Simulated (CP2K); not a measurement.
CP2K run on TlBi2 (P6/mmm, 3 atoms in the cell): self-consistent single point

Level of theory: CP2K 2026.2 with LDA (Pade form), GPW, DZVP-MOLOPT-SR-GTH basis, GTH-PADE potentials (GTH_POTENTIALS).

Input:

```
&GLOBAL
  PROJECT scf
  RUN_TYPE ENERGY_FORCE
  PRINT_LEVEL LOW
&END GLOBAL
&FORCE_EVAL
  METHOD Quickstep
  STRESS_TENSOR ANALYTICAL
  &DFT
    BASIS_SET_FILE_NAME BASIS_MOLOPT
    POTENTIAL_FILE_NAME GTH_POTENTIALS
    &QS
      METHOD GPW
      EPS_DEFAULT 1E-10
    &END QS
    &MGRID
      CUTOFF 500
      REL_CUTOFF 50
      NGRIDS 5
    &END MGRID
    &SCF
      SCF_GUESS ATOMIC
      EPS_SCF 1E-6
      MAX_SCF 100
      ADDED_MOS 5
      &DIAGONALIZATION
        ALGORITHM STANDARD
      &END DIAGONALIZATION
      &MIXING
        METHOD BROYDEN_MIXING
        ALPHA 0.3
        NBUFFER 12
      &END MIXING
      &SMEAR ON
        METHOD GAUSSIAN
        SIGMA [eV] 0.136
      &END SMEAR
    &END SCF
    &KPOINTS
      SCHEME MONKHORST-PACK 6 6 8
      GAMMA_CENTERED T
    &END KPOINTS
    &XC
      &XC_FUNCTIONAL PADE
      &END XC_FUNCTIONAL
    &END XC
    &PRINT
      &MO
        EIGENVALUES T
        OCCUPATION_NUMBERS T
        NDIGITS 8
        FILENAME mo
        &EACH
          QS_SCF 0
        &END EACH
        ADD_LAST NUMERIC
      &END MO
      &MULLIKEN OFF
      &END MULLIKEN
    &END PRINT
  &END DFT
  &SUBSYS
    &CELL
      ABC 5.70866000 5.70866036 3.39376000
      ALPHA_BETA_GAMMA 90.00000000 90.00000000 119.99999790
      PERIODIC XYZ
    &END CELL
    &COORD
      SCALED
      Tl       0.00000000     0.00000000     0.00000000
      Bi       0.66666700     0.33333300     0.50000000
      Bi       0.33333300     0.66666700     0.50000000
    &END COORD
    &KIND Tl
      BASIS_SET DZVP-MOLOPT-SR-GTH
      POTENTIAL GTH-PADE-q13
    &END KIND
    &KIND Bi
      BASIS_SET DZVP-MOLOPT-SR-GTH
      POTENTIAL GTH-PADE-q5
    &END KIND
  &END SUBSYS
  &PRINT
    &FORCES ON
    &END FORCES
    &STRESS_TENSOR ON
    &END STRESS_TENSOR
  &END PRINT
&END FORCE_EVAL
```

Output, abridged:

```
 GLOBAL| Method name                                                        CP2K
 GLOBAL| Project name                                                        scf
 GLOBAL| Run type                                                   ENERGY_FORCE

 TOTAL NUMBERS AND MAXIMUM NUMBERS

  Total number of            - Atomic kinds:                                   2
                             - Atoms:                                          3
                             - Shell sets:                                     3
                             - Shells:                                        17
                             - Primitive Cartesian functions:                 16
                             - Cartesian basis functions:                     58
                             - Spherical basis functions:                     51

  Maximum angular momentum of- Orbital basis functions:                        3
                             - Local part of the GTH pseudopotential:          0
                             - Non-local part of the GTH pseudopotential:      4

 SCF PARAMETERS         Density guess:                                    ATOMIC
                        max_scf:                                             100
                        max_diis:                                              4
                        eps_scf:                                        1.00E-06
                        eps_diis:                                       1.00E-01
                        eps_eigval:                                     1.00E-05
                        level_shift [a.u.]:                             0.000000
                        added MOs                                         5    0
                        Mixing method:                            BROYDEN_MIXING
                                                charge density mixing in g-space
                        Smear method:                                   GAUSSIAN
                        Smearing width (sigma) [a.u.]:                  5.00E-03
                        Accuracy threshold:                             1.00E-10
                        No outer SCF

 Extrapolation method: initial_guess

 Number of electrons:                                                         23
 Number of occupied orbitals:                                                 12
 Number of molecular orbitals:                                                17

 Number of orbital functions:                                                 51
 Number of independent orbital functions:                                     51

 SCF WAVEFUNCTION OPTIMIZATION

  Step     Update method      Time    Convergence         Total energy    Change
     1 NoMix/Diag. 0.30E+00      -     0.36436869       -61.3059179263 -6.13E+01
     2 Broy./Diag. 0.30E+00      -     0.03927191       -61.5681942345 -2.62E-01
     3 Broy./Diag. 0.30E+00      -     0.03874931       -61.3484451650  2.20E-01
     4 Broy./Diag. 0.30E+00      -     0.00478047       -61.2260458807  1.22E-01
     5 Broy./Diag. 0.30E+00      -     0.00068830       -61.2191859545  6.86E-03
     6 Broy./Diag. 0.30E+00      -     0.00047540       -61.2230657100 -3.88E-03
     7 Broy./Diag. 0.30E+00      -     0.00002024       -61.2244792799 -1.41E-03
     8 Broy./Diag. 0.30E+00      -     0.00002253       -61.2241839921  2.95E-04
     9 Broy./Diag. 0.30E+00      -     0.00000120       -61.2241596226  2.44E-05
    10 Broy./Diag. 0.30E+00      -     0.00000163       -61.2241523836  7.24E-06
    11 Broy./Diag. 0.30E+00      -     0.00000001       -61.2241519670  4.17E-07

  *** SCF run converged in    11 steps ***

  Electronic density on regular grids:        -22.9999999994        0.0000000006
  Core density on regular grids:               22.9999999947       -0.0000000053
  Total charge density on r-space grids:       -0.0000000047
  Total charge density g-space grids:          -0.0000000047

  Overlap energy of the core charge distribution:               0.00000000000455
  Self energy of the core charge distribution:               -109.99365517265761
  Core Hamiltonian energy:                                     29.68007121408517
  Hartree energy:                                              28.30819913494271
  Exchange-correlation energy:                                 -9.21814713339809
  Smearing free energy correction:                             -0.00062000999473
  Fermi energy:                                                 0.19810835223571

  Total energy:                                               -61.22415196701542
  Total energy (extrapolated to sigma->0):                    -61.22384196201806

 ENERGY| Total FORCE_EVAL ( QS ) energy [hartree]            -61.224151922120541

 FORCES| Atomic forces [hartree/bohr]
 FORCES|   Atom     x               y               z               |f|
 FORCES|      1  5.26037258E-13  1.94106540E-08 -5.16302127E-15   1.94106540E-08
 FORCES|      2 -2.19948584E-07  1.04762685E-07 -6.50717319E-16   2.43623890E-07
 FORCES|      3  2.19948016E-07 -1.24173109E-07  2.81098128E-15   2.52578880E-07
 FORCES| Sum    -4.14851870E-14  2.30438515E-13 -3.00275732E-15
 FORCES| Total atomic force                                       2.34162222E-13

 STRESS| Analytical stress tensor [bar]
 STRESS|                        x                   y                   z
 STRESS|      x       -2.52492067991E+04   2.39140885349E-02   5.35110484798E-10
 STRESS|      y        2.39140885349E-02  -2.52493875365E+04  -3.97087811653E-10
 STRESS|      z        5.35110484798E-10  -3.97087811653E-10  -2.87738485647E+04
 STRESS| 1/3 Trace                                            -2.64241476334E+04
```

The run converged in 11 iterations.

The starting cell comes from a database of computed structures (which also holds hypothetical and non-ambient phases and stackings), without a prior relaxation at this level. Values carry the incompleteness of an atom-centred basis.

Cost on one core of a shared machine: roughly 70 s.
